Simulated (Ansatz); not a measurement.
For HfIr$_{3}$ (Pm-3m), PBEsol, DFPT electron-phonon coupling, linearised Boltzmann equation (Ansatz, a first-principles code) gives a transport coupling λ_tr = 0.399 and a Drude plasma energy ħω_p = 6.18 eV.

### Question
Estimate the resistivity at 300 K from the high-temperature formula ρ = 2π λ_tr k_B T / (ħ ε₀ ω_p²), and say how the full Boltzmann solution compares.

### Answer
The scattering rate is 1/τ = 2π λ_tr k_B T/ħ = 9.85e13 s⁻¹ and ω_p = 9.39e15 s⁻¹, so ρ ≈ 12.6 μΩ·cm. The Boltzmann solution gives 10.6 μΩ·cm, 0.84 times the estimate; it lies lower because k_BT is not large against the phonon energies and the solution lets the distribution adjust.

A metal at this level (no band gap). Only scattering by harmonic phonons is included (no impurities, grain boundaries, electron-electron scattering or thermal expansion). Spin-orbit coupling is left out, which matters with elements this heavy. Halving the electron mesh (24x24x24) moves the resistivity by up to 2 % at 300 K, the coupling by up to 2 %. Smearing 0.20 eV; phonons on a 4x4x4 q mesh, which this run doesn't test.

Formula and space group known from diffraction (Crystallography Open Database), not checked to be the room-temperature form: HfIr3 (Pm-3m).
